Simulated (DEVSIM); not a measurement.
Device: Si n+/n-/n+ resistor, at 300 K.

```csv
layer (left to right),material,thickness (μm),Nd (cm⁻³),τn (s),τp (s)
1,Si,0.100,6e18,0.00016,0.00016
2,Si,0.160,2e14,0.00016,0.00016
3,Si,0.620,2.3e17,0.00016,0.00016
```

Left contact: ohmic. Right contact: ohmic. Voltage is applied to the left contact. Recombination: SRH at mid-gap, radiative, Auger. Mobility is μmin + (μ − μmin)/(1 + (N/Nref)^α).

This is a model device: material constants are rounded textbook-type values typed into the input, and sizes, dopings and lifetimes were drawn at random. Values at 300 K.

| parameter | Si |
|---|---|
| gap (eV) | 1.124 |
| affinity (eV) | 4.05 |
| permittivity | 11.7 |
| Nc (cm⁻³) | 2.86e19 |
| Nv (cm⁻³) | 3.1e19 |
| μn (cm²/Vs) | 1417 |
| μp (cm²/Vs) | 470 |
| μn,min | 52 |
| μp,min | 45 |
| Nref,n | 9.7e16 |
| Nref,p | 2.2e17 |
| αn | 0.68 |
| αp | 0.72 |
| B (cm³/s) | 4.7e-15 |
| Cn (cm⁶/s) | 2.8e-31 |
| Cp (cm⁶/s) | 9.9e-32 |

Simulated with DEVSIM: 1D drift-diffusion, Boltzmann statistics, complete ionisation; no tunnelling, impact ionisation, image-force lowering or self-heating.

Task: Tabulate band edges, carrier densities and field at 1.15 V on the left contact.

Result: Energies count from the Fermi level of the right contact; mesh points crowd at the junctions.

| x (μm) | Ec (eV) | Ev (eV) | n (cm⁻³) | p (cm⁻³) | field (V/cm) |
|---|---|---|---|---|---|
| 0.000 | -1.110 | -2.234 | 6.0e18 | < 1e2 | 1500 |
| 0.01476 | -1.107 | -2.231 | 6.0e18 | < 1e2 | 1500 |
| 0.03237 | -1.105 | -2.229 | 6.0e18 | < 1e2 | 1500 |
| 0.05588 | -1.101 | -2.225 | 6.0e18 | < 1e2 | 1500 |
| 0.08312 | -1.097 | -2.221 | 6.0e18 | < 1e2 | 1600 |
| 0.09837 | -1.081 | -2.205 | 3.6e18 | < 1e2 | 79000 |
| 0.1114 | -0.972 | -2.096 | 6.7e16 | < 1e2 | 61000 |
| 0.1399 | -0.816 | -1.940 | 1.7e16 | < 1e2 | 51000 |
| 0.1731 | -0.663 | -1.787 | 2.0e16 | < 1e2 | 41000 |
| 0.2083 | -0.538 | -1.662 | 2.7e16 | < 1e2 | 29000 |
| 0.2332 | -0.480 | -1.604 | 3.9e16 | < 1e2 | 17000 |
| 0.2567 | -0.461 | -1.585 | 8.4e16 | < 1e2 | -3400 |
| 0.2705 | -0.463 | -1.587 | 1.9e17 | < 1e2 | 5000 |
| 0.2936 | -0.444 | -1.568 | 2.3e17 | < 1e2 | 9500 |
| 0.3470 | -0.393 | -1.517 | 2.3e17 | < 1e2 | 9700 |
| 0.4114 | -0.330 | -1.454 | 2.3e17 | < 1e2 | 9700 |
| 0.5233 | -0.221 | -1.345 | 2.3e17 | < 1e2 | 9700 |
| 0.6665 | -0.083 | -1.206 | 2.3e17 | < 1e2 | 9700 |
| 0.7796 | 0.027 | -1.097 | 2.3e17 | < 1e2 | 9700 |
| 0.8256 | 0.072 | -1.052 | 2.3e17 | < 1e2 | 9700 |
| 0.8567 | 0.102 | -1.022 | 2.3e17 | 210 | 9700 |
| 0.8800 | 0.125 | -0.999 | 2.3e17 | 510 | 9700 |
